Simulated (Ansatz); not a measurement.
Electronic density of states of amorphous W₃₀N₂₀, density 15.31 g/cm³, on a 2×2×2 Γ-centred mesh with a Gaussian width of 0.1 eV; energies count from the Fermi level. Cell and mesh are small, so fine structure isn't converged. Level of theory: PBE, scalar-relativistic without spin-orbit coupling (plane waves to 420 eV, PAW; Ansatz, a first-principles code). Sampling: a 2×2×2 Γ-centred mesh; Fermi-Dirac width 0.1 eV; no spin polarisation. The usual formal charges leave 120 electrons over, so the level spacing at the Fermi energy parts defect or band states and needn't be the band gap.

The cell was made by melting and quenching with the CHGNet potential and then relaxed with DFT. N atoms were pushed apart under 1.9 Å during the dynamics, to hinder bonds among them. The hot cell started wider than the set density and was brought back towards it in steps. It is the lowest in DFT energy of 2 quenches. It is a model cell: composition and starting density were chosen by hand, and all elements were melted together. No dispersion term was used. Its density started from a set value of 17.31 and ended at 15.31 g/cm³. The simulated quench (nominally 300 K/ps over its main leg) is rapid and tends to freeze in more defects than a deposited or slowly cooled glass has. One small periodic cell is one sample of the glass; other quenches scatter about these values. Volume and shape were free in the relaxation. Stress components on the final sampling reach 0.5 GPa. On a 2×2×2 Γ-centred mesh force components of up to 0.48 eV/Å stay, since the relaxation ran on one k-point at (1/4, 1/4, 1/4).

(E - EF (eV), states/(eV atom)): (-12.00, 0.00); (-11.90, 0.00); (-11.80, 0.00); (-11.70, 0.00); (-11.60, 0.00); (-11.50, 0.00); (-11.40, 0.00); (-11.30, 0.00); (-11.20, 0.00); (-11.10, 0.00); (-11.00, 0.00); (-10.90, 0.00); (-10.80, 0.00); (-10.70, 0.00); (-10.60, 0.00); (-10.50, 0.00); (-10.40, 0.00); (-10.30, 0.00); (-10.20, 0.00); (-10.10, 0.00); (-10.00, 0.00); (-9.90, 0.00); (-9.80, 0.00); (-9.70, 0.00); (-9.60, 0.00); (-9.50, 0.00); (-9.40, 0.00); (-9.30, 0.00); (-9.20, 0.00); (-9.10, 0.00); (-9.00, 0.00); (-8.90, 0.04); (-8.80, 0.15); (-8.70, 0.27); (-8.60, 0.30); (-8.50, 0.31); (-8.40, 0.36); (-8.30, 0.36); (-8.20, 0.32); (-8.10, 0.39); (-8.00, 0.46); (-7.90, 0.54); (-7.80, 0.51); (-7.70, 0.48); (-7.60, 0.53); (-7.50, 0.66); (-7.40, 0.61); (-7.30, 0.59); (-7.20, 0.64); (-7.10, 0.63); (-7.00, 0.56); (-6.90, 0.64); (-6.80, 0.73); (-6.70, 0.76); (-6.60, 0.71); (-6.50, 0.64); (-6.40, 0.61); (-6.30, 0.60); (-6.20, 0.60); (-6.10, 0.62); (-6.00, 0.62); (-5.90, 0.61); (-5.80, 0.58); (-5.70, 0.60); (-5.60, 0.60); (-5.50, 0.56); (-5.40, 0.62); (-5.30, 0.54); (-5.20, 0.46); (-5.10, 0.45); (-5.00, 0.52); (-4.90, 0.54); (-4.80, 0.43); (-4.70, 0.44); (-4.60, 0.52); (-4.50, 0.47); (-4.40, 0.44); (-4.30, 0.41); (-4.20, 0.44); (-4.10, 0.56); (-4.00, 0.54); (-3.90, 0.56); (-3.80, 0.56); (-3.70, 0.56); (-3.60, 0.57); (-3.50, 0.55); (-3.40, 0.54); (-3.30, 0.49); (-3.20, 0.54); (-3.10, 0.63); (-3.00, 0.70); (-2.90, 0.75); (-2.80, 0.63); (-2.70, 0.62); (-2.60, 0.64); (-2.50, 0.54); (-2.40, 0.54); (-2.30, 0.62); (-2.20, 0.67); (-2.10, 0.60); (-2.00, 0.58); (-1.90, 0.59); (-1.80, 0.65); (-1.70, 0.59); (-1.60, 0.50); (-1.50, 0.55); (-1.40, 0.61); (-1.30, 0.56); (-1.20, 0.52); (-1.10, 0.51); (-1.00, 0.57); (-0.90, 0.55); (-0.80, 0.56); (-0.70, 0.49); (-0.60, 0.55); (-0.50, 0.53); (-0.40, 0.43); (-0.30, 0.44); (-0.20, 0.51); (-0.10, 0.53); (0.00, 0.50); (0.10, 0.53); (0.20, 0.51); (0.30, 0.48); (0.40, 0.50); (0.50, 0.50); (0.60, 0.56); (0.70, 0.56); (0.80, 0.48); (0.90, 0.51); (1.00, 0.59); (1.10, 0.64); (1.20, 0.64); (1.30, 0.61); (1.40, 0.60); (1.50, 0.69); (1.60, 0.65); (1.70, 0.67); (1.80, 0.74); (1.90, 0.73); (2.00, 0.68); (2.10, 0.68); (2.20, 0.69); (2.30, 0.70)
